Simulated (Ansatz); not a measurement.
TiB2: pressure series

Base system: TiB$_{2}$ (space group P6/mmm, No. 191; a = 3.032 Å, c = 3.224 Å).

Cell and atoms are relaxed at each pressure.

All numbers come from PBE, PAW, 420 eV (Ansatz, a program for electronic structure; spin-orbit coupling left out).

Notes on the quantities. enthalpy: H = E + PV relative to the base's energy.

```
change             lattice parameter a       enthalpy
-----------------  -------------------  -------------
base                           3.032 Å              –
pressure −2 GPa                3.039 Å  -0.11 eV/atom
pressure −1 GPa                3.035 Å  -0.05 eV/atom
pressure 0.9 GPa               3.029 Å  +0.05 eV/atom
pressure 2.1 GPa               3.025 Å  +0.11 eV/atom
pressure 4.5 GPa               3.017 Å  +0.24 eV/atom
pressure 9 GPa                 3.003 Å  +0.47 eV/atom
pressure 15 GPa                    ___  +0.78 eV/atom
pressure 22.5 GPa              2.965 Å  +1.15 eV/atom
pressure 30 GPa                2.946 Å  +1.52 eV/atom
```

Q: What belongs in the blanks?

A: 
- pressure 15 GPa, lattice parameter a: 2.985 Å

Load acts through the strain it causes; cell and atoms are relaxed under it. Whether these cells are dynamically stable was not tested. Competing high-pressure phases were not computed. All final runs are without spin polarisation.
